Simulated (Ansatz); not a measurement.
# Effect of biaxial strain +0.83 %, plane normal [111], relaxed out of plane on MgTe

The reference is MgTe in the zinc blende structure (space group F-43m, No. 216; a = 6.368 Å). Axes: x, y, z lie along the cube axes.

Modification: tensile biaxial strain of 0.83 % in the plane normal to [111], as in epitaxy on a mismatched substrate; the out-of-plane cell vector and the atoms relax.

All numbers come from LDA (Ansatz, a program for electronic structure, PAW, no SOC). k-mesh 9×9×9 (Γ-centred); smearing 0.05 eV (Fermi–Dirac).

| quantity | base | changed | shift |
|---|---|---|---|
| volume per atom | 32.28 Å³ | 32.59 Å³ | +0.31 Å³ |
| space group | F-43m (No. 216) | R3m (No. 160) | – |
| energy relative to the base (free energy F) | 0 meV/atom | +0.9 meV/atom | +0.9 meV/atom |
| band gap | 2.38 eV | 2.27 eV | -0.11 eV |
| gap character | direct at Γ | direct at Γ | – |
| valence-band top at Γ (three highest levels, from the VBM) | 0.00, 0.00, 0.00 eV | 0.00, -0.09, -0.09 eV | – |
| valley order (the lowest conduction-band minima on the path, energy above the VBM, named in the base's zone) | Γ 2.38 eV; X along ⟨100⟩ 2.66 eV; L along ⟨111⟩ 3.17 eV | Γ 2.27 eV; X along [001] 2.60 eV; L along [111] 3.01 eV; L along [1-1-1] 3.11 eV | – |
| out-of-plane strain | – | -0.71 % | – |
| ratio −ε⊥/ε∥ | – | 0.86 | – |

Final structure (turned so that z lies along the plane normal):

```yaml
crystal:
  lattice:
    - [4.54030, 0.00000, 0.00000]
    - [2.27015, 3.93202, 0.00000]
    - [2.27015, -1.31067, 3.65053]
  atoms:
    - { symbol: Mg, position: [0.00203, 0.99898, 0.99695] }
    - { symbol: Te, position: [0.49797, 0.25102, 0.75305] }
```

Cost of the whole job for the changed cell (relaxation, final SCF and bands): around 50 core-seconds (rough).

With Te present, leaving out spin-orbit coupling can change the band edges. Whether these cells are dynamically stable was not tested. Labels are those of the standard path for the cell's own space group.
